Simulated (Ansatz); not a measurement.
# Ga2O3 under a change: uniaxial strain ε_xx = +3.00 %

Base system: Ga2O3 in the corundum structure (space group R-3c, No. 167; a = 4.950 Å, c = 13.306 Å (hexagonal axes)). Axes: x lies along a and z along c of the hexagonal cell.

Perturbation: the cell is stretched by 3.00 % along x with no lateral relaxation, atoms relaxed at fixed cell.

Method: Ansatz (a program for electronic structure), LDA, PAW, cutoff 420 eV, scalar-relativistic without spin-orbit coupling. Settings: 8×8×8 k-points, 0.05 eV Fermi–Dirac smearing.

```tsv
quantity	base	changed	shift
shortest interatomic distance	1.911 Å	1.918 Å	+0.007 Å
energy relative to the base (free energy F)	0 meV/atom	+10 meV/atom	+10 meV/atom
pressure (mean of the normal stresses, compression positive)	0.00 GPa	-6.82 GPa	-6.82 GPa
band gap	3.04 eV	2.66 eV	-0.374 eV
gap character	–	indirect, Γ–C (50 % along) → Γ	–
smallest direct gap	3.31 eV	2.89 eV	-0.42 eV
electron mass	0.24 mₑ (at Γ)	0.23 mₑ (at Γ)	–
largest internal atomic displacement	–	0.014 Å	–
stress (xx, yy, zz, yz, xz, xy; compression positive)	–	(-11.48, -5.16, -3.83, -0.49, 0.00, 0.00) GPa	–
```

Masses are band curvatures over ±0.01 Å⁻¹ around the edge. No phonon test of stability was made. Labels are those of the standard path for the cell's own space group.
